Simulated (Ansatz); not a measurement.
**SnSe2: response to strain**

Start from SnSe₂ in the CdI2 type structure (space group P-3m1, No. 164; a = 3.7936 Å, c = 5.7438 Å; layered, stacked along the Cartesian z axis).

Strains are applied to the cell and any free atomic positions relax.

Method: DFT with PBEsol-D3(BJ), PAW potentials and a 420 eV plane-wave cutoff in Ansatz (a program for electronic structure), without spin-orbit coupling.

Candidates:
(a) isotropic strain +2.00 %
(b) isotropic strain +1.50 %
(c) isotropic strain −2.00 %
(d) isotropic strain −2.50 %

Notes on the quantities. energy relative to the base: free energy F.

Question: Order them by energy relative to the base, highest first.

Answer: (d) isotropic strain −2.50 % (+23 meV/atom), (c) isotropic strain −2.00 % (+15 meV/atom), (a) isotropic strain +2.00 % (+13 meV/atom), (b) isotropic strain +1.50 % (+7.2 meV/atom)

A case with no gap was solved on a k-mesh chosen for an insulator, which is coarse for it. Whether these cells are dynamically stable was not tested. All final runs are without spin polarisation.
